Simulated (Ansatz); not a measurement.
**Step by step: formation energy of KTaO3 (cubic perovskite, Pm-3m) from the elements**

Consider the formation energy of KTaO3 (cubic perovskite, Pm-3m) from the elements. Reaction: Ta (bcc) + K (bcc) + 3/2 O2 (gas) → KTaO3 (cubic perovskite). Negative: the products are lower in energy. The value is per atom of the solid.

KTaO3 (cubic perovskite, Pm-3m), 5 atoms in the cell. Conventional cell: a = b = c = 4.023 Å, α = β = γ = 90.00°.

Setting: static, neutral cells in Ansatz (PAW) whose structures rest at the PBE level. Ansatz (a program for electronic structure) runs with its PAW set soft_1. Other levels take these structures. The lattices are those relaxed with PBE, so at other levels the solids can be strained, which adds to the spread. A dispersion term (D3(BJ), or D4 for r2SCAN) was computed beside these levels and is taken off wherever the name lacks it. Space groups of crystals are read within 0.01 Å. Spin-orbit coupling is left out.

Total energies of the cells in eV, at zero smearing width. They compare only within one column; the weights balance every element.

| cell | atoms | weight | r2SCAN | RPBE |
|---|---|---|---|---|
| KTaO3 (cubic perovskite) | 5 | +1 | -13200.26100 | -13201.14556 |
| Ta (bcc) | 1 | −1 | -9945.17116 | -9945.81739 |
| K (bcc) | 1 | −1 | -1542.47861 | -1542.08001 |
| O2 (gas) | 2 | −3/2 | -1131.97288 | -1133.90065 |

r2SCAN: (-13200.26100) − (-9945.17116) − (-1542.47861) − 3/2 × (-1131.97288) = -14.652 eV; dividing by 5 atoms gives -2.93 eV/atom.

RPBE: (-13201.14556) − (-9945.81739) − (-1542.08001) − 3/2 × (-1133.90065) = -12.397 eV; dividing by 5 atoms gives -2.48 eV/atom.

What follows from the r2SCAN value: A formula unit of KTaO3 has 5 atoms, so it forms with -2.9304 × 5 = -14.652 eV, or -1413.7 kJ/mol at 96.485 kJ/mol per eV.
